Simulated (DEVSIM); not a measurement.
System: Pd/SiO2/n-Si capacitor, at 400 K.

```csv
layer (left to right),material,thickness (nm),Nd (cm⁻³)
1,SiO2,8.00,-
2,Si,1600,1.3e16
```

Metal gate on the left, work function 5.2 eV. Fixed charge at the semiconductor interface 0 cm⁻² (in units of +e); no interface traps.

This is a model device: material constants are rounded textbook-type values typed into the input, and sizes, dopings and lifetimes were drawn at random. Values at 300 K; Nc and Nv go as T^1.5, mobilities as T to minus their exponent, the gap by Varshni's rule with the affinity fixed.

| parameter | SiO2 | Si |
|---|---|---|
| gap (eV) | 9 | 1.124 |
| affinity (eV) | 0.9 | 4.05 |
| permittivity | 3.9 | 11.7 |
| Nc (cm⁻³) | - | 2.86e19 |
| Nv (cm⁻³) | - | 3.1e19 |
| Varshni α (eV/K) | - | 0.000473 |
| Varshni β (K) | - | 636 |

DEVSIM, 1D Poisson equation in equilibrium, Boltzmann statistics, complete ionisation; no quantum confinement or tunnelling. Metal contacts follow the ideal Schottky-Mott rule: no Fermi-level pinning, no interface dipoles.

Problem. Tabulate band edges, carrier densities and field at 0.2 V on the gate.

Solution. Energies count from the Fermi level of the right contact; mesh points crowd at the junctions.

```tsv
x (μm)	Ec (eV)	Ev (eV)	n (cm⁻³)	p (cm⁻³)	field (V/cm)
0.000	4.100	-4.900	< 1e2	< 1e2	-150000
0.001077	4.084	-4.916	< 1e2	< 1e2	-150000
0.002964	4.057	-4.943	< 1e2	< 1e2	-150000
0.005408	4.021	-4.979	< 1e2	< 1e2	-150000
0.007529	3.991	-5.009	< 1e2	< 1e2	-150000
0.008468	0.832	-0.265	1.5e9	2.2e16	-48000
0.01016	0.824	-0.273	1.8e9	1.7e16	-47000
0.01569	0.798	-0.298	3.9e9	8.3e15	-45000
0.02487	0.758	-0.338	1.2e10	2.6e15	-43000
0.04480	0.678	-0.419	1.3e11	2.5e14	-38000
0.08412	0.543	-0.554	6.4e12	5.1e12	-30000
0.2131	0.313	-0.783	5.0e15	6.4e9	-6900
0.4268	0.280	-0.816	1.3e16	2.5e9	-55
0.8347	0.280	-0.816	1.3e16	2.5e9	≈ 0
1.319	0.280	-0.816	1.3e16	2.5e9	≈ 0
1.467	0.280	-0.816	1.3e16	2.5e9	≈ 0
1.542	0.280	-0.816	1.3e16	2.5e9	≈ 0
1.576	0.280	-0.816	1.3e16	2.5e9	≈ 0
1.597	0.280	-0.816	1.3e16	2.5e9	≈ 0
1.603	0.280	-0.816	1.3e16	2.5e9	≈ 0
1.606	0.280	-0.816	1.3e16	2.5e9	≈ 0
1.608	0.280	-0.816	1.3e16	2.5e9	≈ 0
```
